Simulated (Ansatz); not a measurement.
**Input and output of a self-consistent single point for a sheet of HfS2 (3 atoms in the cell) (Ansatz, a quantum-chemistry and plane-wave program)**

Computed with PBE (plane waves, PAW; Ansatz).

Input:

Ansatz 0.2 input:
```yaml
crystal:
  lattice:
    - [3.605118, 0.000000, 0.000000]
    - [-1.802560, 3.122124, 0.000000]
    - [0.000000, 0.000000, 16.937916]
  atoms:
    - { symbol: Hf, position: [0.000000, 0.000000, 0.500000] }
    - { symbol: S, position: [0.333333, 0.666667, 0.586726] }
    - { symbol: S, position: [0.666667, 0.333333, 0.413274] }
kpoints:
  mp_grid: { grid: [11, 11, 1] }
hamiltonian:
  xc: pbe
  pseudopotentials: { kind: paw }
scf:
  occupations: { method: fermi_dirac, width: 0.1 }
output:
  forces: true
  eigenvalues: true
  stress: true
```

The program printed (abridged):

```
WARN the atoms were moved onto the symmetric positions of the space group found under crystal.symmetry.tolerance 1.0e-5 (fractional …
WARN basis.ecutwfc = 420 eV, the default
Pseudopotentials: kind: paw
Pseudopotential: Hf, paw, valence charge 26
Pseudopotential: S, paw, valence charge 6
Crystal: 3 atoms, lattice volume = 190.647 Å³
Basis set: ecut = 420 eV, 3693 PW (Γ), exchange–correlation on 50×50×240 points (8 copies of the dense FFT grid, shifted against one another)
Bands: 23, of which v1, the nominal top of the filled ones, is band 19 counted from 1 (18 counted from 0)
Symmetry: 12 space group operations
Space group: P-3m1 (ITA 164), of the structure as read, at distance tolerance 5.8e-5 Å
k-points: 16 of 121
Initial density: superposition of atomic densities (neutral atoms: chi_scale 0, normalization atom), corrected by the library's trained network
Initial wavefunctions: pseudopotential atomic-orbital guess
Eigensolver: davidson
Functional: x = pbe(κ = 0.804, μ = 0.2195149727645171), c = pbe(β = 0.06672455060314922)
SCF iter   1: F=—  HF=-17530.194049 eV  |F-HF|=—  |Δ(HF+E_count)|=         —  Δρ=9.60e-4  dr2=2.81e-3  ethr=1.77e-3  ⟨swp⟩=7.2  Hψ=1863  notcnv=0
all-band conjugate gradients solve this SCF's bands
preconditioner: auto → Resta (q_TF=auto, 2.085 Å⁻¹)
SCF iter   2: F=—  HF=-17530.193705 eV  |F-HF|=—  |Δ(HF+E_count)|=   3.44e-4  Δρ=5.26e-4  dr2=4.52e-4  ethr=7.39e-6  ⟨swp⟩=2.4  Hψ=823  notcnv=0
SCF iter   3: F=—  HF=-17530.194174 eV  |F-HF|=—  |Δ(HF+E_count)|=   4.70e-4  Δρ=1.92e-4  dr2=1.41e-4  ethr=1.19e-6  ⟨swp⟩=2.0  Hψ=520  notcnv=0
SCF iter   4: F=—  HF=-17530.194326 eV  |F-HF|=—  |Δ(HF+E_count)|=   1.52e-4  Δρ=5.77e-5  dr2=8.17e-6  ethr=3.72e-7  ⟨swp⟩=3.1  Hψ=693  notcnv=0
SCF iter   5: F=—  HF=-17530.194314 eV  |F-HF|=—  |Δ(HF+E_count)|=   1.16e-5  Δρ=2.57e-5  dr2=1.47e-6  ethr=2.15e-8  ⟨swp⟩=2.0  Hψ=673  notcnv=0
SCF iter   6: F=—  HF=-17530.194314 eV  |F-HF|=—  |Δ(HF+E_count)|=   2.99e-7  Δρ=1.02e-5  dr2=1.66e-7  ethr=3.86e-9  ⟨swp⟩=2.0  Hψ=654  notcnv=0
SCF iter   7: F=-17530.194314 eV  HF=-17530.194314 eV  |F-HF|=3.84e-8  |Δ(HF+E_count)|=   5.16e-7  Δρ=1.78e-6  dr2=5.02e-9  ethr=2.63e-10  ⟨swp⟩=7.4  Hψ=1805  notcnv=0
SCF 1 converged in 7 iterations: F = -17530.194314 eV  dr2 = 5.02e-9
SCF converged after 7 iterations
Free energy (F): -17530.194314 eV
Harris-Foulkes:  -17530.194314 eV  (|F-HF|=3.84e-8)
Internal energy: -17530.193953 eV  (E = F + TS)
E sigma→0 (E₀):  -17530.194134 eV
Entropy (-TS):   -0.000362 eV (-0.121 meV/atom)
Fermi energy:    -0.417291 eV
--- Per-component energies (eV) ---
  E_band       = -585.195539
  E_kinetic    = 634.053632
  E_local      = -27398.045270  (includes V_loc(G=0)·N_el)
  E_nonlocal   = -1186.854394
  E_hartree    = 13195.527878
  E_xc         = -493.932909
  E_vxc        = -440.537122  (∫ρ·V_xc dr)
  E_paw        = -8127.419786  (= ΣΔE_a)
  E_vpaw       = 1415.130905  (= ΣTr[D̂ρ^β])
  E_aug_tail   = 0.000002  (compensation charges beyond the density's cutoff)
  E_ewald      = 5846.476893
  E_smearing   = -0.000362  (= −TS)
  E_closure    = -0.000000  (closes the sum)
  Σ components = -17530.194314   (vs F -17530.194314, Δ=0.00e0)
--- Forces (eV/Å), atoms counted from 1 ---
  atom   1  Hf     0.00000000     0.00000000     0.00000000
  atom   2  S      0.00000000    -0.00000000    -0.01959619
  atom   3  S     -0.00000000     0.00000000     0.01959619
  max |Σ_I F_I| component: 9.25e-18 eV/Å
--- Stress (GPa, compression-positive) ---
        0.718251      -0.000000       0.000000
        0.000000       0.718251      -0.000000
        0.000000      -0.000000      -0.048457
  P = ⅓ Tr σ = 0.4627 GPa (4.627 kbar)
  The stress holds the Pulay correction. Without it, at fixed plane waves, as pw.x and ABINIT print it: P = 0.4547 GPa
--- Band table (eV; the first three rows and the last of 16) ---
  k-point 0: bands = ["-62.8779", "-31.5591", "-31.4482", "-31.4482", "-13.8488", "-13.0321", "-12.8372", "-12.8161", "-12.8161", "-12.8072", "-12.8072", "-12.7975", "-12.2610", "-5.1245", "-3.5284", "-3.5284", "-1.9231", "-0.9377", "-0.9377", [...]
  k-point 1: bands = ["-62.8773", "-31.5558", "-31.4649", "-31.4519", "-13.7566", "-13.0232", "-12.8363", "-12.8150", "-12.8115", "-12.8078", "-12.8075", "-12.7994", "-12.2726", "-5.0145", "-3.7555", "-3.4794", "-1.7195", "-1.5428", "-1.1747", [...]
  k-point 2: bands = ["-62.8758", "-31.5472", "-31.5092", "-31.4620", "-13.5080", "-12.9972", "-12.8339", "-12.8120", "-12.8114", "-12.8085", "-12.8041", "-12.7892", "-12.3044", "-4.7281", "-4.1201", "-3.3676", "-2.6686", "-1.5942", "-1.4990", [...]
  k-point 15: bands = ["-62.8700", "-31.6094", "-31.5689", "-31.5134", "-12.9236", "-12.8972", "-12.8246", "-12.8245", "-12.8168", "-12.8140", "-12.8004", "-12.3393", "-12.2057", "-4.9412", "-4.3996", "-4.1400", "-3.0133", "-2.9273", "-2.6436", [...]
```

The run converged in 7 iterations.

The starting cell was generated: these elements placed on a structure prototype, without a prior relaxation; it need not be a known phase or ordering of this composition. Its lattice was rescaled in the plane by a random factor within 2.5 % of one. Spin-orbit coupling is off.
